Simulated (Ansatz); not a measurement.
Band structure of KZnF3 (Pm-3m, 5 atoms in the cell).

```
CELL_PARAMETERS angstrom
      3.99370     0.00000     0.00000
      0.00000     3.99370     0.00000
      0.00000     0.00000     3.99370
ATOMIC_POSITIONS crystal
  K  0.00000 0.00000 0.00000
  Zn 0.50000 0.50000 0.50000
  F  0.50000 0.00000 0.50000
  F  0.00000 0.50000 0.50000
  F  0.50000 0.50000 0.00000
```

Computed with PBE (plane waves, PAW; Ansatz, a quantum-chemistry and plane-wave program).

Settings: kpoints.mp_grid.grid = 4 4 4; hamiltonian.xc = pbe; hamiltonian.pseudopotentials = {kind: paw} (the program's default PAW files); scf.occupations.method = fermi_dirac; scf.occupations.width = 0.0007 Ry; kpoints.band_path.npoints = 8.

The starting cell has typed, rounded lattice constants, without a prior relaxation at this level. Its lattice was rescaled by a random factor within 2.5 % of one.

Task: Predict the gap along the standard path and the places of the band edges.

Result: The gap along the path is 3.97 eV, from R to Γ; the smallest direct gap on it is 6.05 eV.

Levels in eV from the top of the valence band on the path, bands 18 to 25:
```csv
point,18,19,20,21,22,23,24,25
Γ,-2.32,-2.08,-2.08,-2.08,3.97,8.55,8.55,9.57
X,-2.27,-1.86,-1.86,-1.61,6.84,8.38,9.54,11.04
M,-1.96,-1.96,-1.72,0.00,8.26,10.11,10.35,10.35
R,-1.70,-1.70,0.00,0.00,8.41,8.41,8.41,10.63
```

Keys are those of Ansatz 0.2.
